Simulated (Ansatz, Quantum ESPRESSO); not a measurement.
## Code comparison for Te₃Au (P4/mmm, 4 atoms in the cell)

Zone-centre phonon calculation.

```
Te3Au
1.0
    3.10260     0.00000     0.00000
    0.00000     3.10260     0.00000
    0.00000     0.00000    12.93947
Te Au
3 1
Direct
  0.00000   0.00000   0.20249
  0.00000   0.00000   0.79751
  0.00000   0.00000   0.50000
  0.00000   0.00000   0.00000
```

Shared settings, as Ansatz (a quantum-chemistry and plane-wave program) writes them: kpoints.mp_grid.grid = 7 7 2; scf.occupations.method = gaussian; scf.occupations.width = 0.1 eV. Potentials and cutoffs stand in the table.

| code | model | highest zone-centre frequency (cm⁻¹) | cutoff |
|---|---|---|---|
| Ansatz | LDA (PW92), PAW files made with PBE | 169 | default |
| Quantum ESPRESSO | LDA (PZ), GBRV 1.5 ultrasoft (LDA) pseudopotentials | 181 | 40 Ry |

On Ansatz's run: spin-orbit coupling is off.

The spread over the programs that give each value: highest zone-centre frequency within 12.0 cm⁻¹.

The same LDA comes in different parametrisations, which differ slightly.

The starting cell comes from a database of computed structures (which also holds hypothetical and non-ambient phases and stackings), without a prior relaxation at this level.

Keys are those of Ansatz 0.2.
